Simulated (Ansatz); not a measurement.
Input:

```
BeTe
1.0
    3.94997     0.00000     0.00000
    1.97498     3.42077     0.00000
    1.97498    -1.14026     3.28195
Be Te
1 1
Direct
  0.99867   0.00066   0.00199
  0.50133   0.24934   0.74801
```

No spin polarisation.

Calculations: Ansatz (an electronic-structure program) r2SCAN, scalar-relativistic without spin-orbit coupling. Settings: 10×10×10 k-points, 0.05 eV Fermi–Dirac smearing.

Predict the in-plane stress, band gap and gap character.

The mean in-plane stress (compression positive) is +1.9 GPa. The band gap comes out as 2.27 eV. The gap character is indirect, Γ → F.

With Te present, leaving out spin-orbit coupling can change the band edges. The cells carry an imposed strain or load. Whether these cells are dynamically stable was not tested. The cell was made from BeTe in the zinc blende structure (space group F-43m, No. 216) by this change: biaxial strain −1.25 %, plane normal [111], relaxed out of plane.
